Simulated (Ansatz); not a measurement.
Input:

Host crystal: monoclinic ZrO2, with a band gap (PBE, scalar-relativistic without spin-orbit coupling).

End structure of a O vacancy (middle of the slab) in a 2x1 cell of the 1x1 (100) surface of monoclinic ZrO2 (cut with top plane 2 O):

```yaml
crystal:
  lattice:
    - [10.48354, 0.00000, 0.00000]
    - [0.00000, 5.37884, 0.00000]
    - [0.00000, 0.00000, 29.00000]
  atoms:
    - { symbol: O, position: [0.09812, 0.87249, 0.33776] }
    - { symbol: O, position: [0.59812, 0.87249, 0.33776] }
    - { symbol: O, position: [0.15188, 0.37249, 0.33776] }
    - { symbol: O, position: [0.65188, 0.37249, 0.33776] }
    - { symbol: Zr, position: [0.03585, 0.16536, 0.37423] }
    - { symbol: Zr, position: [0.53756, 0.16148, 0.37458] }
    - { symbol: Zr, position: [0.21170, 0.66513, 0.37466] }
    - { symbol: Zr, position: [0.71289, 0.66395, 0.37459] }
    - { symbol: O, position: [0.37070, 0.89316, 0.39981] }
    - { symbol: O, position: [0.86996, 0.90214, 0.40064] }
    - { symbol: O, position: [0.37965, 0.39617, 0.40479] }
    - { symbol: O, position: [0.87857, 0.40277, 0.40049] }
    - { symbol: O, position: [0.11946, 0.43736, 0.42446] }
    - { symbol: O, position: [0.62123, 0.43847, 0.42447] }
    - { symbol: O, position: [0.12536, 0.93771, 0.42406] }
    - { symbol: O, position: [0.62910, 0.93943, 0.42436] }
    - { symbol: Zr, position: [0.27518, 0.16686, 0.45174] }
    - { symbol: Zr, position: [0.77714, 0.17416, 0.45089] }
    - { symbol: Zr, position: [0.46967, 0.66506, 0.45091] }
    - { symbol: Zr, position: [0.97253, 0.67541, 0.45084] }
    - { symbol: O, position: [0.83271, 0.50406, 0.48757] }
    - { symbol: O, position: [0.41257, 0.99043, 0.48778] }
    - { symbol: O, position: [0.91719, 0.00398, 0.48753] }
    - { symbol: O, position: [0.08876, 0.68208, 0.51155] }
    - { symbol: O, position: [0.57695, 0.66259, 0.51258] }
    - { symbol: O, position: [0.16855, 0.18428, 0.51229] }
    - { symbol: O, position: [0.66635, 0.16933, 0.51224] }
    - { symbol: Zr, position: [0.02804, 0.00542, 0.54866] }
    - { symbol: Zr, position: [0.52591, 0.00028, 0.54834] }
    - { symbol: Zr, position: [0.22219, 0.50385, 0.54939] }
    - { symbol: Zr, position: [0.72210, 0.50142, 0.54847] }
    - { symbol: O, position: [0.37086, 0.73679, 0.57502] }
    - { symbol: O, position: [0.87144, 0.74075, 0.57501] }
    - { symbol: O, position: [0.37843, 0.23790, 0.57527] }
    - { symbol: O, position: [0.87828, 0.24111, 0.57507] }
    - { symbol: O, position: [0.11966, 0.27596, 0.59890] }
    - { symbol: O, position: [0.62041, 0.27411, 0.59918] }
    - { symbol: O, position: [0.12835, 0.77841, 0.59971] }
    - { symbol: O, position: [0.62919, 0.77444, 0.59839] }
    - { symbol: Zr, position: [0.28674, 0.01149, 0.62554] }
    - { symbol: Zr, position: [0.78616, 0.01299, 0.62493] }
    - { symbol: Zr, position: [0.46351, 0.51028, 0.62512] }
    - { symbol: Zr, position: [0.96225, 0.51386, 0.62530] }
    - { symbol: O, position: [0.34796, 0.30372, 0.66196] }
    - { symbol: O, position: [0.84831, 0.30276, 0.66182] }
    - { symbol: O, position: [0.40287, 0.80357, 0.66163] }
    - { symbol: O, position: [0.89896, 0.80261, 0.66206] }
```

Set-up: 47 atoms, 9.4 Å thick at the start (thin: gaps and levels are the slab's own); mesh 2x4x1; 0.01 eV smearing; dipole correction on; single point; no symmetry held, on the structure that PBE left; spin-polarised from one start with parallel moments (other orders not tried), no spin-orbit, no U. The starting moment vanished. The program's check for a lower electronic state was not made.

### Question
What highest filled level below the top vacuum level does Ansatz (a quantum-chemistry and plane-wave program) with r2SCAN, at the PBE geometry and the start's symmetry give?

### Answer
4.77 eV

### Question
Give the gap of the slab on its k-mesh at the level r2SCAN, at the PBE geometry and the start's symmetry.

### Answer
0.99 eV

### Question
Predict the change of the step from the bottom to the top vacuum level, against the clean slab from r2SCAN, at the PBE geometry and the start's symmetry.

### Answer
-0.060 eV

### Question
Estimate the formation energy against ½ O2(g) at the same level that r2SCAN, at the PBE geometry and the start's symmetry returns for this input.

### Answer
151.2 kcal/mol
